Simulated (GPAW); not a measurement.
Band structure of BaSn3Pd (I4mm, 5 atoms in the cell).

```
CELL_PARAMETERS angstrom
     -2.46837     2.46837     5.63511
      2.46837    -2.46837     5.63511
      2.46837     2.46837    -5.63511
ATOMIC_POSITIONS crystal
  Ba 0.99999 0.99999 0.00000
  Sn 0.24954 0.74954 0.50000
  Sn 0.74954 0.24954 0.50000
  Sn 0.41256 0.41256 0.00000
  Pd 0.65038 0.65038 0.00000
```

Level of theory: LDA (Perdew-Wang 92), GPAW PAW datasets LDA (gpaw-data 1.0.1) (plane waves; GPAW 25.7.0).

Settings: mode = pw; ecut = 600 eV; xc = LDA; kpts = 5 5 5; mesh shift (steps) = 0 0 0; occupations.name = fermi-dirac; occupations.width = 0.05 eV; nbands = -13; convergence.density = 1e-05 e/electron; convergence.energy = 1e-05 eV/electron; symmetry.symmorphic = false; symmetry.tolerance = 0.0005; maxiter = 150; bandpath_npoints = 40.

The starting cell comes from a database of computed structures (which also holds hypothetical and non-ambient phases and stackings), without a prior relaxation at this level. Spin polarisation is off.

Levels in eV from the Fermi level, bands 31 to 38:
| point | 31 | 32 | 33 | 34 | 35 | 36 | 37 | 38 |
|---|---|---|---|---|---|---|---|---|
| Γ | -2.44 | -1.71 | -1.71 | 0.30 | 0.52 | 0.52 | 1.43 | 3.21 |
| X | -2.76 | -1.91 | -1.90 | -1.85 | 1.85 | 2.38 | 3.43 | 3.70 |
| Y | -2.68 | -2.22 | -1.70 | -1.37 | 1.74 | 2.24 | 3.05 | 3.20 |
| S | -1.80 | -1.61 | -0.90 | -0.36 | 0.51 | 1.01 | 2.08 | 2.19 |
| Z | -2.14 | -2.14 | -0.07 | 1.14 | 1.41 | 1.41 | 1.83 | 2.18 |
| S1 | -1.80 | -1.61 | -0.90 | -0.36 | 0.51 | 1.01 | 2.08 | 2.19 |
| N | -2.50 | -1.58 | -0.62 | -0.10 | 0.15 | 1.07 | 1.23 | 1.67 |
| P | -2.84 | -1.86 | -1.86 | -1.75 | 1.11 | 2.73 | 2.73 | 3.90 |
| Y1 | -2.68 | -2.22 | -1.70 | -1.37 | 1.74 | 2.24 | 3.05 | 3.20 |

Bands cross the Fermi level along this path, so the cell is metallic at this level.
